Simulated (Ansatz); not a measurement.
The parent structure is As in the A7 type structure (space group R-3m, No. 166; a = 3.783 Å, c = 10.109 Å (hexagonal axes); layered).

Method: PBE-D3(BJ) (Ansatz, an electronic-structure program, PAW, no spin-orbit coupling).

Base values:

| Item | Value |
|---|---|
| Lattice parameter a | 378.3 pm |
| c/a ratio | 2.672 |

The change: every As is replaced by Sb; the structure is relaxed again.

What happens to the lattice parameter a?

The lattice parameter a rises by 53.81 pm to 432.2 pm.

Predict the new c/a ratio.

The c/a ratio falls by 0.118 to 2.554.

No phonon test of stability was made.
